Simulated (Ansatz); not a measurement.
Consider Mg$_{2}$Si (space group P4/nmm, No. 129; a = 4.1411 Å, c = 6.9070 Å; a cell from a computed database, its experimental status unchecked).

Method: plane-wave PAW DFT at the PBEsol level (Ansatz, a program for electronic structure, 420 eV), spin-orbit coupling left out.

Before the change:

| Item | Value |
|---|---|
| c/a ratio | 1.668 |
| Volume per atom | 19.74 Å³ |

The change: hydrostatic tension (pressure −1 GPa).

Predict the new c/a ratio and volume per atom.

The c/a ratio drops by 0.005 (1.668 → 1.663); the volume per atom grows by 0.38 Å³ to 20.12 Å³.

Load acts through the strain it causes; cell and atoms are relaxed under it. No phonon test of stability was made. All final runs are without spin polarisation.
